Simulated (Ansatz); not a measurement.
**BaCu₂S₂ (I4/mmm, No. 139, 5 atoms in the cell; start mp-4255; a measured phase of this formula has another space group)**

Calculation: PBEsol (Ansatz, a quantum-chemistry and plane-wave program, plane waves, PAW).

Numerical settings: plane-wave cutoff 500 eV, 14×14×14 k mesh, Fermi–Dirac smearing 0.05 eV, no spin polarisation, scalar-relativistic PAW data made under PBE.

Cell (relaxed at this level):

```cif
data_BaCu2S2
_chemical_formula_sum 'Ba1 Cu2 S2'
_space_group_name_H-M_alt 'P 1'
_space_group_IT_number 1
_cell_length_a 6.76915
_cell_length_b 6.76915
_cell_length_c 6.76915
_cell_angle_alpha 147.067
_cell_angle_beta 147.067
_cell_angle_gamma 47.264
loop_
_space_group_symop_operation_xyz
  'x, y, z'
loop_
_atom_site_label
_atom_site_type_symbol
_atom_site_fract_x
_atom_site_fract_y
_atom_site_fract_z
_atom_site_occupancy
Ba1 Ba 0.00000 0.00000 0.00000 1
Cu1 Cu 0.75000 0.25000 0.50000 1
Cu2 Cu 0.25000 0.75000 0.50000 1
S1 S 0.63898 0.63898 0.00000 1
S2 S 0.36102 0.36102 0.00000 1
```

| Quantity | Result |
|---|---|
| band gap | 0.36 eV (on the SCF k mesh) |

Note: the relaxation could not lower the start's symmetry, so the cell can be a saddle point above a distorted one.

Spin–orbit coupling is not included.

Static lattice: no zero-point or thermal effects.

It cost about 6 core-minutes (a rough figure) of CPU time.

A start named mp-… is a Materials Project structure, which need not be a measured phase.
